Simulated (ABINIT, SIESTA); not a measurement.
A SIESTA input for a self-consistent single point of FePt (P4/mmm, 2 atoms in the cell) (DFT, GGA PBE, numerical atomic orbitals DZP, PseudoDojo PBE standard norm-conserving potentials (rewritten from UPF to PSML)):

```
# files in the folder: Fe.psml Pt.psml (PseudoDojo PBE standard)
SystemName  FePt
SystemLabel fept

NumberOfAtoms                2
NumberOfSpecies              2
%block ChemicalSpeciesLabel
  1 26 Fe
  2 78 Pt
%endblock ChemicalSpeciesLabel
LatticeConstant              1.0 Ang
%block LatticeVectors
     2.687080000    0.000000000    0.000000000
     0.000000000    2.687080000    0.000000000
     0.000000000    0.000000000    3.681300000
%endblock LatticeVectors
AtomicCoordinatesFormat      Bohr
%block AtomicCoordinatesAndAtomicSpecies
     0.000000000    0.000000000    0.000000000  1
     2.538922637    2.538922637    3.478324391  2
%endblock AtomicCoordinatesAndAtomicSpecies

XC.functional                GGA
XC.authors                   PBE
PAO.BasisSize                DZP
PAO.EnergyShift              0.01 Ry
MeshCutoff                   300 Ry
%block kgrid.MonkhorstPack
   12   0   0  0.0
    0  12   0  0.0
    0   0   9  0.0
%endblock kgrid.MonkhorstPack
OccupationFunction           MP
OccupationMPOrder            0
ElectronicTemperature        1160.45 K
Spin                         polarized
%block DM.InitSpin
  1 +4.00
  2 +1.00
%endblock DM.InitSpin

MaxSCFIterations             150
SCF.Mixer.Method             Pulay
SCF.Mixer.Weight             0.1
SCF.Mixer.History            8
SCF.DM.Tolerance             1.0E-05
Diag.ParallelOverK           true
WriteForces                  true
Charge.Mulliken              end
```

Q: Write the same calculation as an input for ABINIT.

A: One input that does it (others would too):

```
# FePt, JTH v2.0 PBE PAW
pp_dirpath "./"
pseudos "Fe.GGA_PBE-JTH.xml, Pt.GGA_PBE-JTH.xml"
acell 5.0778452750 5.0778452750 6.9566487826
rprim
         1.0000000000    0.0000000000    0.0000000000
         0.0000000000    1.0000000000    0.0000000000
         0.0000000000    0.0000000000    1.0000000000
natom 2
ntypat 2
znucl 26 78
typat 1 2
xred
         0.0000000000    0.0000000000    0.0000000000
         0.5000000000    0.5000000000    0.5000000000
ecut 30
pawecutdg 60
pawxcdev 0
ixc 11
nsppol 2
spinat
      0 0 4
      0 0 1
occopt 7
tsmear 0.00367493
nband 22
kptopt 1
ngkpt 12 12 9
nshiftk 1
shiftk 0 0 0
nstep 80
toldfe 1.0e-09
prtwf 0
prtden 0
prtvol 1
```

Basis, cutoffs, solver keys and any potentials are the target program's own. This input uses DFT, PBE, plane waves, PAW (JTH v2.0 PBE PAW). Both were run: pressure 10.49 GPa in SIESTA and 12.54 in ABINIT; size of the net moment 1.66 μB/atom in SIESTA and 1.62 in ABINIT.

On SIESTA: the starting cell comes from a database of computed structures (which also holds hypothetical and non-ambient phases and stackings), without a prior relaxation at this level. Its lattice was rescaled by a random factor within 2.5 % of one. With one magnetic atom in the cell only a parallel order is possible. Values carry the incompleteness of an atom-centred basis. With a pressure of about 10 GPa the cell is away from its equilibrium volume at this level.

On ABINIT: the starting cell comes from a database of computed structures (which also holds hypothetical and non-ambient phases and stackings), without a prior relaxation at this level. Its lattice was rescaled by a random factor within 2.5 % of one. The magnetic order is the one reached from the typed start; others were not searched systematically. With a pressure of about 13 GPa the cell is away from its equilibrium volume at this level.
